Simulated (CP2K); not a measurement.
Band structure of Rb₂SbBr₆ (Fm-3m, 9 atoms in the cell).

```
Rb2SbBr6
1.0
    7.55358     0.00000     0.00000
    3.77679     6.54160     0.00000
    3.77679     2.18053     6.16748
Rb Sb Br
2 1 6
Cartesian
 11.33038   6.54160   4.62561
  3.77679   2.18053   1.54187
  7.55358   4.36106   3.08374
  9.44047   5.45046   1.54310
  5.66670   3.27167   4.62437
  7.55358   6.53985   4.62437
  7.55358   2.18228   1.54310
  9.44047   3.27167   4.62437
  5.66670   5.45046   1.54310
```

Method: LDA (Pade form), GPW, DZVP-MOLOPT-SR-GTH basis, GTH-PADE potentials (GTH_POTENTIALS) (CP2K).

Settings: CUTOFF = 500 Ry; REL_CUTOFF = 50 Ry; SMEAR/METHOD = GAUSSIAN; SIGMA = 0.136 eV; KPOINTS/SCHEME = MONKHORST-PACK 3 3 3; XC_FUNCTIONAL = PADE; Rb/BASIS_SET = DZVP-MOLOPT-SR-GTH-q9; Rb/POTENTIAL = GTH-PADE-q9; Sb/BASIS_SET = DZVP-MOLOPT-SR-GTH-q5; Sb/POTENTIAL = GTH-PADE-q5; Br/BASIS_SET = DZVP-MOLOPT-SR-GTH-q7; Br/POTENTIAL = GTH-PADE-q7; METHOD = GPW; EPS_DEFAULT = 1e-10.

The starting cell comes from a database of computed structures (which also holds hypothetical and non-ambient phases and stackings), without a prior relaxation at this level. Its lattice was rescaled by a random factor within 2.5 % of one. Spin-orbit coupling is off. Values carry the incompleteness of an atom-centred basis.

Levels in eV from the Fermi level, bands 29 to 34:
```
point     29     30     31     32     33    34
-----  -----  -----  -----  -----  -----  ----
Γ      -1.43  -1.17  -0.88  -0.88  -0.88  3.23
X      -1.83  -1.58  -1.58  -0.91   0.25  3.65
W      -1.67  -1.63  -1.24  -1.24   0.25  3.60
K      -1.71  -1.51  -1.50  -1.05   0.23  3.39
L      -1.33  -1.25  -1.25  -1.25  -0.08  2.55
U      -1.71  -1.51  -1.50  -1.05   0.23  3.39
```

Bands cross the Fermi level along this path, so the cell is metallic at this level.

Higher empty bands are left out: an atom-centred basis made for the valence describes them poorly.
